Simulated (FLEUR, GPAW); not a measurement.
A FLEUR input for a self-consistent single point of IrRh3 (Pm-3m, 4 atoms in the cell) (DFT, LDA (Perdew-Zunger), all-electron FLAPW (FLEUR), scalar-relativistic valence):

Input of the input generator:

```
scf IrRh3
&input film=f /
1.0000000000 0.0000000000 0.0000000000
0.0000000000 1.0000000000 0.0000000000
0.0000000000 0.0000000000 1.0000000000
7.0689344192
1.0 1.0 1.0

4
77 0.0000000000 0.0000000000 0.0000000000
45 0.0000000000 0.5000000000 0.5000000000
45 0.5000000000 0.0000000000 0.5000000000
45 0.5000000000 0.5000000000 0.0000000000

&comp jspins=1 /
&exco xctyp='pz' /
&kpt div1=6 div2=6 div3=6 gamma=t /
&end /
```

```xml
<?xml version="1.0" encoding="UTF-8" standalone="no"?>
<fleurInput fleurInputVersion="0.39">
   <comment>
      scf IrRh3                                                                                           
   </comment>
   <calculationSetup>
      <cutoffs Kmax="4.3" Gmax="12.9" GmaxXC="12.9" numbands="0"/>
      <scfLoop itmax="80" minDistance="0.00001" maxIterBroyd="25" imix="Anderson" alpha="0.05" precondParam="0.0" spinf="2.0"/>
      <coreElectrons ctail="T" frcor="F" kcrel="0" coretail_lmax="0"/>
      <xcFunctional name="pz" relativisticCorrections="F"/>
      <magnetism jspins="1"/>
      <soc l_soc="F" theta="0.0" phi="0.0" spav="F"/>
      <expertModes spex="0" secvar="F"/>
      <geometryOptimization l_f="T" forcealpha="1.0" forcemix="BFGS" epsdisp="0.00001" epsforce="0.00001"/>
      <ldaU l_linMix="F" mixParam="0.05" spinf="1.0"/>
   </calculationSetup>
   <cell>
      <bzIntegration valenceElectrons="60.0" mode="hist" fermiSmearingEnergy="0.00367493">
         <kPointListSelection listName="default-1"/>
         <!-- k-points included here -->
         <xi:include xmlns:xi="http://www.w3.org/2001/XInclude" href="kpts.xml"> </xi:include>
      </bzIntegration>
      <!-- symmetry operations included here -->
      <xi:include xmlns:xi="http://www.w3.org/2001/XInclude" href="sym.xml"> </xi:include>
      <bulkLattice scale="1.0">
         <bravaisMatrix>
            <row-1>    7.0689344191999997     0.0000000000000000     0.0000000000000000</row-1>
            <row-2>    0.0000000000000000     7.0689344191999997     0.0000000000000000</row-2>
            <row-3>    0.0000000000000000     0.0000000000000000     7.0689344191999997</row-3>
         </bravaisMatrix>
      </bulkLattice>
   </cell>
   <atomSpecies>
      <species name="Iridium (Ir)" element="Ir" atomicNumber="77">
         <mtSphere radius="2.34" gridPoints="823" logIncrement="0.016"/>
         <atomicCutoffs lmax="10" lnonsphr="8"/>
         <electronConfig flipSpins="F">
            <coreConfig>(1s1/2) (2s1/2) (2p1/2) (2p3/2) (3s1/2) (3p1/2) (3p3/2) (4s1/2) (3d3/2) (3d5/2) (4p1/2) (4p3/2) (5s1/2) (4d3/2) (4d5/2) (4f5/2) (4f7/2)</coreConfig>
            <valenceConfig>(5p1/2) (5p3/2) (6s1/2) (5d3/2) (5d5/2)</valenceConfig>
            <stateOccupation state="(5d3/2)" spinUp="1.4" spinDown="1.4"/>
            <stateOccupation state="(5d5/2)" spinUp="2.1" spinDown="2.1"/>
         </electronConfig>
         <energyParameters s="6" p="6" d="5" f="5"/>
         <lo type="SCLO" l="1" n="5" eDeriv="0"/>
      </species>
      <species name="Rhodium (Rh)" element="Rh" atomicNumber="45">
         <mtSphere radius="2.34" gridPoints="823" logIncrement="0.016"/>
         <atomicCutoffs lmax="10" lnonsphr="8"/>
         <electronConfig flipSpins="F">
            <coreConfig>(1s1/2) (2s1/2) (2p1/2) (2p3/2) (3s1/2) (3p1/2) (3p3/2) (4s1/2) (3d3/2) (3d5/2)</coreConfig>
            <valenceConfig>(4p1/2) (4p3/2) (5s1/2) (4d3/2) (4d5/2)</valenceConfig>
            <stateOccupation state="(5s1/2)" spinUp="0.5" spinDown="0.5"/>
            <stateOccupation state="(4d3/2)" spinUp="1.6" spinDown="1.6"/>
            <stateOccupation state="(4d5/2)" spinUp="2.4" spinDown="2.4"/>
         </electronConfig>
         <energyParameters s="5" p="5" d="4" f="4"/>
         <lo type="SCLO" l="1" n="4" eDeriv="0"/>
      </species>
   </atomSpecies>
   <atomGroups>
      <atomGroup species="Iridium (Ir)">
         <relPos label="                   1">.0000000000 .0000000000 .0000000000</relPos>
         <force calculate="T" relaxXYZ="TTT"/>
      </atomGroup>
      <atomGroup species="Rhodium (Rh)">
         <relPos label="                   2">.0000000000 1.000/2.000 1.000/2.000</relPos>
         <relPos label="                   3">1.000/2.000 .0000000000 1.000/2.000</relPos>
         <relPos label="                   4">1.000/2.000 1.000/2.000 .0000000000</relPos>
         <force calculate="T" relaxXYZ="TTT"/>
      </atomGroup>
   </atomGroups>
   <output dos="F" band="F" slice="F">
      <checks vchk="F" cdinf="F"/>
      <bandDOS minEnergy="-.5*Htr" maxEnergy="0.5*Htr" sigma="0.015" storeEVData="T"/>
      <vacuumDOS vacdos="F" integ="F" star="F" nstars="0" locx1="0.0" locy1="0.0" locx2="0.0" locy2="0.0" nstm="0" tworkf="0.0"/>
      <unfoldingBand unfoldBand="F" supercellX="1" supercellY="1" supercellZ="1"/>
      <plotting iplot="0" polar="F">
         <plot TwoD="T" vec1="  1.0  0.0  0.0" vec2="  0.0  1.0  0.0" vec3="  0.0  0.0  1.0" zero="  0.0  0.0  0.0" file="plot"/>
      </plotting>
      <chargeDensitySlicing numkpt="0" minEigenval="0.0" maxEigenval="0.0" nnne="0" pallst="F"/>
      <specialOutput eonly="F"/>
      <magneticCircularDichroism mcd="F" energyLo="-10.0" energyUp="0.0"/>
   </output>
  <!-- We include the file relax.xml here to enable relaxations (see documentation) -->
  <xi:include xmlns:xi="http://www.w3.org/2001/XInclude" href="relax.xml"> <xi:fallback/> </xi:include>
</fleurInput>
```

Write the same calculation as an input for GPAW.

This is the input that was run; spellings and numerical settings could be chosen otherwise.

```python
from ase import Atoms
from ase.units import GPa
from gpaw import GPAW

atoms = Atoms(['Ir', 'Rh', 'Rh', 'Rh'],
              cell=[[3.740719, 0.000000, 0.000000],
                    [0.000000, 3.740719, 0.000000],
                    [0.000000, 0.000000, 3.740719]],
              positions=[[0.000000, 0.000000, 0.000000],
                         [0.000000, 1.870359, 1.870359],
                         [1.870359, 0.000000, 1.870359],
                         [1.870359, 1.870359, 0.000000]],
              pbc=True)

calc = GPAW(mode={'name': 'pw', 'ecut': 600},
            xc='LDA',
            kpts={'size': (6, 6, 6), 'gamma': True},
            occupations={'name': 'fermi-dirac', 'width': 0.1},
            nbands=-8,
            convergence={'density': 1e-05},
            symmetry={'symmorphic': False, 'tolerance': 0.0005},
            maxiter=100)

atoms.calc = calc

energy = atoms.get_potential_energy()
print('Energy (eV):', round(energy, 6))
forces = atoms.get_forces()
print('Forces (eV/Ang):')
print(forces.round(5))
stress = atoms.get_stress()
print('Stress (GPa, Voigt):', (stress / GPa).round(4))
```

Basis, cutoffs, solver keys and any potentials are the target program's own. This input uses DFT LDA (Perdew-Wang 92), plane waves, GPAW PAW datasets LDA (gpaw-data 1.0.1). LDA parametrisations can differ slightly between programs.

The starting cell comes from a database of computed structures (which also holds hypothetical and non-ambient phases and stackings), without a prior relaxation at this level. For this run, on top of that: lattice scaled by 0.98.
